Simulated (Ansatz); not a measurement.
## A computed series for ZnSnO3: response to strain

Start from ZnSnO3 (space group R-3, No. 148; a cell from a computed database, its experimental status unchecked).

```yaml
crystal:
  lattice:
    - [2.65381, 1.53218, 4.67501]
    - [-2.65381, 1.53218, 4.67501]
    - [0.00000, -3.06436, 4.67501]
  atoms:
    - { symbol: Zn, position: [0.36499, 0.36499, 0.36499] }
    - { symbol: Zn, position: [0.63501, 0.63501, 0.63501] }
    - { symbol: Sn, position: [0.14915, 0.14915, 0.14915] }
    - { symbol: Sn, position: [0.85085, 0.85085, 0.85085] }
    - { symbol: O, position: [0.04960, 0.44640, 0.75759] }
    - { symbol: O, position: [0.95040, 0.55360, 0.24241] }
    - { symbol: O, position: [0.75759, 0.04960, 0.44640] }
    - { symbol: O, position: [0.24241, 0.95040, 0.55360] }
    - { symbol: O, position: [0.44640, 0.75759, 0.04960] }
    - { symbol: O, position: [0.55360, 0.24241, 0.95040] }
```

Cartesian axes are those of the cell as printed.

Strains are applied to the cell and any free atomic positions relax; under biaxial strain the out-of-plane vector relaxes too.

The values are results of Ansatz (an electronic-structure program), PBEsol, PAW, cutoff 420 eV, scalar-relativistic without spin-orbit coupling, not measurements.

Notes on the quantities. pressure: mean of the normal stresses, compression positive.

```json
[
 {"change": "base", "pressure": "0.00 GPa", "band gap": "1.44 eV", "gap character": "indirect, k = (0, 0.125, 1/4) in the run's primitive reciprocal basis → Γ", "smallest direct gap": "1.52 eV", "electron mass": "0.19 mₑ (at Γ)"},
 {"change": "biaxial strain −3.17 %, plane normal [001], relaxed out of plane", "pressure": "7.91 GPa", "band gap": "1.66 eV", "gap character": "indirect, k = (0.125, 1/4, 0.125) in the run's primitive reciprocal basis → Γ", "smallest direct gap": "1.67 eV", "electron mass": "0.21 mₑ (at Γ)"},
 {"change": "biaxial strain +1.59 %, plane normal [001], relaxed out of plane", "pressure": "-3.60 GPa", "band gap": "1.28 eV", "gap character": "indirect, k = (0.125, 1/4, 0.125) in the run's primitive reciprocal basis → Γ", "smallest direct gap": "1.39 eV", "electron mass": "–"},
 {"change": "isotropic strain −1.65 %", "pressure": "9.42 GPa", "band gap": "1.68 eV", "gap character": "indirect, k = (0, 0.125, 1/4) in the run's primitive reciprocal basis → Γ", "smallest direct gap": "1.74 eV", "electron mass": "0.21 mₑ (at Γ)"},
 {"change": "tensor shear ε_yz = +0.81 %", "pressure": "0.05 GPa", "band gap": "1.44 eV", "gap character": "indirect, k = (1/4, 0, 0.125) in the run's primitive reciprocal basis → Γ", "smallest direct gap": "1.50 eV", "electron mass": "0.19 mₑ (at Γ)"}
]
```

Masses are band curvatures over ±0.01 Å⁻¹ around the edge. Whether these cells are dynamically stable was not tested. k-point labels follow each cell's own Brillouin zone.
